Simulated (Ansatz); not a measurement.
# Short convergence ladders for CoSi2 (I4mm, 3 atoms in the cell)

```yaml
crystal:
  lattice:
    - [0.00000, 2.67196, 2.67196]
    - [2.67196, 0.00000, 2.67196]
    - [2.67196, 2.67196, 0.00000]
  atoms:
    - { symbol: Co, position: [0.00936, 0.00936, 0.99064] }
    - { symbol: Si, position: [0.25000, 0.25000, 0.25000] }
    - { symbol: Si, position: [0.75000, 0.75000, 0.75000] }
```

Base method: PBEsol, default PAW files made with PBE (plane waves; Ansatz, an electronic-structure program).

Base settings: basis.ecutwfc = 420 eV; kpoints.mp_grid.grid = 11 11 11; hamiltonian.xc = pbesol; hamiltonian.pseudopotentials = {kind: paw} (the program's default PAW files); scf.occupations.method = fermi_dirac; scf.occupations.width = 0.1 eV.

The count of work is k-points × plane waves × bands × iterations; it is no time. 

**The width of Fermi-Dirac smearing**

In this ladder: kpoints.mp_grid.grid = 18 18 18.

Narrow widths need finer meshes than wide ones, so the last steps can hold mesh noise.

Only quantities that move along the ladder and can be compared are tabulated; pressure and forces are left out, as mesh noise rules them at narrow widths.

```csv
scf.occupations.width,free energy less the last step's (meV/atom),energy extrapolated to zero width less the last step's (meV/atom)
1 eV,-725.29,75.56
0.5 eV,-157.79,10.41
0.3 eV,-53.50,1.49
0.2 eV,-22.47,0.65
0.1 eV,-4.35,0.09
0.05 eV,0.00,0.00
```

Widest scf.occupations.width that holds the energy extrapolated to zero width within 2 meV/atom of the last step, with all finer ones: 0.3 eV; the step before is off by 10 meV/atom.

Widest scf.occupations.width that holds the free energy within 5 meV/atom: not settled: the last two steps still differ by 4.4 meV/atom, over half the tolerance, so the ladder does not show it.

The extrapolation to zero width removes most of the smearing's effect on the energy.

**The width of Methfessel-Paxton smearing**

In this ladder: kpoints.mp_grid.grid = 18 18 18; scf.occupations.method = methfessel_paxton.

Narrow widths need finer meshes than wide ones, so the last steps can hold mesh noise.

Only quantities that move along the ladder and can be compared are tabulated; pressure and forces are left out, as mesh noise rules them at narrow widths.

| scf.occupations.width | free energy less the last step's (meV/atom) |
|---|---|
| 1 eV | 11.15 |
| 0.5 eV | 1.62 |
| 0.3 eV | 0.20 |
| 0.2 eV | 0.03 |
| 0.1 eV | -0.01 |
| 0.05 eV | 0.00 |

Widest scf.occupations.width that holds the free energy within 2 meV/atom of the last step, with all finer ones: 0.5 eV; the step before is off by 11 meV/atom.

**The mesh under tetrahedron occupations**

In this ladder: scf.occupations.method = tetrahedron; scf.occupations.width = default.

Only quantities that move along the ladder and can be compared are tabulated.

```tsv
kpoints.mp_grid.grid	free energy less the last step's (meV/atom)	pressure (GPa)	largest difference of a force vector from the last step's (eV/Å)	count of work / last
5 5 5	-4.18	-3.44	0.004	0.015
6 6 6	1.79	-3.32	0.020	0.025
7 7 7	-2.49	-3.18	0.002	0.034
8 8 8	1.05	-3.30	0.001	0.050
10 10 10	-0.13	-3.15	0.001	0.086
13 13 13	0.34	-3.17	0.000	0.17
16 16 16	-0.05	-3.17	0.000	0.30
20 20 20	-0.06	-3.15	0.000	0.54
25 25 25	0.00	-3.15	0.000	1.0
```

Coarsest kpoints.mp_grid.grid that holds the free energy within 2 meV/atom of the last step, with all finer ones: 8 8 8, at 0.050 of the last step's count of work; the step before is off by 2.5 meV/atom.

Coarsest kpoints.mp_grid.grid that holds the pressure within 0.05 GPa of the last step, with all finer ones: 10 10 10, at 0.086 of the last step's count of work; the step before is off by 0.15 GPa.

Coarsest kpoints.mp_grid.grid that holds the forces within 0.01 eV/Å of the last step, with all finer ones: 7 7 7, at 0.034 of the last step's count of work; the step before is off by 0.020 eV/Å.

On the base run: the starting cell has typed, rounded lattice constants, without a prior relaxation at this level. Its lattice was rescaled by up to half a per cent. One atom was moved a little off its site on purpose. Spin polarisation is off. In the base run, with a pressure of about -3 GPa the cell is away from its equilibrium volume at this level. Ansatz's pressure includes its estimate of the finite-basis (Pulay) stress.

Left out of this page: 4 runs of the series outside the window shown, repeating another row's setting, or not comparable.

Keys are those of Ansatz 0.2.
